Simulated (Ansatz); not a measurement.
Take YN in the rock salt structure (space group Fm-3m, No. 225; a = 4.8561 Å) as the base. Axes: x, y, z lie along the cube axes.

Modification: tensile biaxial strain of 3.61 % in the plane normal to [001], as in epitaxy on a mismatched substrate; the out-of-plane cell vector and the atoms relax.

Levels (all Ansatz, a quantum-chemistry and plane-wave program, PAW): PBEsol (420 eV, scalar-relativistic without spin-orbit coupling); r2SCAN (500 eV, scalar-relativistic without spin-orbit coupling).

The geometry is relaxed with PBEsol.

```
Item                     Value
--------------------  --------
PBEsol band gap           zero
PBEsol pressure       -7.4 GPa
PBEsol gap character    absent
```

Question: Predict the band gap, pressure, gap character and electron mass from r2SCAN.

Answer: The band gap goes from zero to 0.38 eV; the pressure increases by 3.5 GPa, from -7.4 GPa to -3.9 GPa; the gap character becomes indirect, Γ → M (PBEsol: absent); the electron mass amounts to 1.2 mₑ along k, 0.16 mₑ across (at M).

Single points use the geometry relaxed with PBEsol. Their cutoffs differ, which shifts pressures a little. The mesh was chosen for an insulator and is coarse for the gapless case. Effective masses come from finite differences of ±0.01 Å⁻¹. Along k means along the line from Γ to the band edge. Whether these cells are dynamically stable was not tested. The base started in Pnma and relaxed to Fm-3m at this level. The final runs are not spin-polarised. The zero or small gap of YN can change with the level of theory. k-point labels follow each cell's own Brillouin zone.
